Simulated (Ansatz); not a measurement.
Take NaI in the rock salt structure (space group Fm-3m, No. 225; a = 6.529 Å) as the base.

All numbers come from PBE (Ansatz, a program for electronic structure), no spin-orbit coupling.

One change was made to it. Results:

The gap character becomes indirect, Γ → X (base: direct at Γ); the band gap increases by 0.98 eV (3.58 eV → 4.56 eV); the shortest interatomic distance drops by 0.401 Å (3.265 Å → 2.864 Å).

Question: What was done to the base?
(A) pressure 15 GPa
(B) pressure 100 GPa
(C) pressure −2 GPa
(D) pressure 30 GPa
(E) pressure 3 GPa

Answer: A, pressure 15 GPa. For comparison, the band gap in the other runs: pressure 3 GPa gives 3.99 eV; pressure 100 GPa gives 1.78 eV; pressure 30 GPa gives 3.88 eV; pressure −2 GPa gives 3.11 eV.

With I present, leaving out spin-orbit coupling can change the band edges. Load acts through the strain it causes; cell and atoms are relaxed under it. No phonon test of stability was made. Competing high-pressure phases were not computed.
